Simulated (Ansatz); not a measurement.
For HgS (model structure, started from the PtS type, P4₂/mmc, No. 131, 4 atoms in the cell), PBEsol (PAW; Ansatz, a program for electronic structure) gives:

| Quantity | Result |
|---|---|
| equilibrium lattice constant a | 3.865 Å |
| c axis length | 6.961 Å |

Q: What does PBE-D3(BJ) in Ansatz (plane waves, PAW) give for the same quantities?

A: 
- lattice constant a: 3.881 Å (grows by 0.4 %)
- lattice parameter c: 7.044 Å (rises by 1.2 %)

Changes are worked out from the printed values.

Unless a cell is named, each level is at its own relaxed cell (PBEsol 26.00, PBE-D3(BJ) 26.53 Å³/atom).

Levels without +SOC leave out spin–orbit coupling, which shifts energies and cells of such heavy elements.

Ansatz's density-functional and Hartree–Fock values are scalar-relativistic unless marked +SOC, with PAW data made under PBE.

A model structure was made by putting elements into a prototype or built by hand; it is no filed structure, need not be a known phase, and can be a saddle point held by its symmetry.
